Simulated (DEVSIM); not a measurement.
Structure: Pt/SiO2/p-Si capacitor, at 350 K.

```tsv
layer (left to right)	material	thickness (nm)	Na (cm⁻³)
1	SiO2	1.60	-
2	Si	4900	1.4e16
```

Metal gate on the left, work function 5.6 eV. Fixed charge at the semiconductor interface 6.5e11 cm⁻² (in units of +e); no interface traps.

This is a model device: material constants are rounded textbook-type values typed into the input, and sizes, dopings and lifetimes were drawn at random. Values at 300 K; Nc and Nv go as T^1.5, mobilities as T to minus their exponent, the gap by Varshni's rule with the affinity fixed.

```
parameter         SiO2        Si
----------------  ----  --------
gap (eV)             9     1.124
affinity (eV)      0.9      4.05
permittivity       3.9      11.7
Nc (cm⁻³)            -   2.86e19
Nv (cm⁻³)            -    3.1e19
Varshni α (eV/K)     -  0.000473
Varshni β (K)        -       636
```

DEVSIM, 1D Poisson equation in equilibrium, Boltzmann statistics, complete ionisation; no quantum confinement or tunnelling. Metal contacts follow the ideal Schottky-Mott rule: no Fermi-level pinning, no interface dipoles.

Tabulate band edges, carrier densities and field at 1.1 V on the gate.

Energies count from the Fermi level of the right contact; mesh points crowd at the junctions.

```json
[
 {"x (μm)": "0.000", "Ec (eV)": "3.600", "Ev (eV)": "-5.400", "n (cm⁻³)": "< 1e2", "p (cm⁻³)": "< 1e2", "field (V/cm)": "-170000"},
 {"x (μm)": "0.0007376", "Ec (eV)": "3.587", "Ev (eV)": "-5.413", "n (cm⁻³)": "< 1e2", "p (cm⁻³)": "< 1e2", "field (V/cm)": "-170000"},
 {"x (μm)": "0.001395", "Ec (eV)": "3.576", "Ev (eV)": "-5.424", "n (cm⁻³)": "< 1e2", "p (cm⁻³)": "< 1e2", "field (V/cm)": "-170000"},
 {"x (μm)": "0.002369", "Ec (eV)": "0.426", "Ev (eV)": "-0.685", "n (cm⁻³)": "2.7e13", "p (cm⁻³)": "5.3e9", "field (V/cm)": "42000"},
 {"x (μm)": "0.005771", "Ec (eV)": "0.440", "Ev (eV)": "-0.671", "n (cm⁻³)": "1.7e13", "p (cm⁻³)": "8.5e9", "field (V/cm)": "42000"},
 {"x (μm)": "0.01130", "Ec (eV)": "0.463", "Ev (eV)": "-0.648", "n (cm⁻³)": "7.9e12", "p (cm⁻³)": "1.8e10", "field (V/cm)": "40000"},
 {"x (μm)": "0.02333", "Ec (eV)": "0.510", "Ev (eV)": "-0.601", "n (cm⁻³)": "1.6e12", "p (cm⁻³)": "8.7e10", "field (V/cm)": "38000"},
 {"x (μm)": "0.06160", "Ec (eV)": "0.639", "Ev (eV)": "-0.472", "n (cm⁻³)": "2.3e10", "p (cm⁻³)": "6.3e12", "field (V/cm)": "30000"},
 {"x (μm)": "0.1293", "Ec (eV)": "0.790", "Ev (eV)": "-0.321", "n (cm⁻³)": "1.5e8", "p (cm⁻³)": "9.4e14", "field (V/cm)": "15000"},
 {"x (μm)": "0.2721", "Ec (eV)": "0.869", "Ev (eV)": "-0.242", "n (cm⁻³)": "1.1e7", "p (cm⁻³)": "1.3e16", "field (V/cm)": "730"},
 {"x (μm)": "0.5729", "Ec (eV)": "0.871", "Ev (eV)": "-0.239", "n (cm⁻³)": "1.0e7", "p (cm⁻³)": "1.4e16", "field (V/cm)": "≈ 0"},
 {"x (μm)": "1.530", "Ec (eV)": "0.871", "Ev (eV)": "-0.239", "n (cm⁻³)": "1.0e7", "p (cm⁻³)": "1.4e16", "field (V/cm)": "≈ 0"},
 {"x (μm)": "3.034", "Ec (eV)": "0.871", "Ev (eV)": "-0.239", "n (cm⁻³)": "1.0e7", "p (cm⁻³)": "1.4e16", "field (V/cm)": "≈ 0"},
 {"x (μm)": "4.016", "Ec (eV)": "0.871", "Ev (eV)": "-0.239", "n (cm⁻³)": "1.0e7", "p (cm⁻³)": "1.4e16", "field (V/cm)": "≈ 0"},
 {"x (μm)": "4.571", "Ec (eV)": "0.871", "Ev (eV)": "-0.239", "n (cm⁻³)": "1.0e7", "p (cm⁻³)": "1.4e16", "field (V/cm)": "≈ 0"},
 {"x (μm)": "4.740", "Ec (eV)": "0.871", "Ev (eV)": "-0.239", "n (cm⁻³)": "1.0e7", "p (cm⁻³)": "1.4e16", "field (V/cm)": "≈ 0"},
 {"x (μm)": "4.825", "Ec (eV)": "0.871", "Ev (eV)": "-0.239", "n (cm⁻³)": "1.0e7", "p (cm⁻³)": "1.4e16", "field (V/cm)": "≈ 0"},
 {"x (μm)": "4.866", "Ec (eV)": "0.871", "Ev (eV)": "-0.239", "n (cm⁻³)": "1.0e7", "p (cm⁻³)": "1.4e16", "field (V/cm)": "≈ 0"},
 {"x (μm)": "4.889", "Ec (eV)": "0.871", "Ev (eV)": "-0.239", "n (cm⁻³)": "1.0e7", "p (cm⁻³)": "1.4e16", "field (V/cm)": "≈ 0"},
 {"x (μm)": "4.896", "Ec (eV)": "0.871", "Ev (eV)": "-0.239", "n (cm⁻³)": "1.0e7", "p (cm⁻³)": "1.4e16", "field (V/cm)": "≈ 0"},
 {"x (μm)": "4.900", "Ec (eV)": "0.871", "Ev (eV)": "-0.239", "n (cm⁻³)": "1.0e7", "p (cm⁻³)": "1.4e16", "field (V/cm)": "≈ 0"},
 {"x (μm)": "4.902", "Ec (eV)": "0.871", "Ev (eV)": "-0.239", "n (cm⁻³)": "1.0e7", "p (cm⁻³)": "1.4e16", "field (V/cm)": "≈ 0"}
]
```
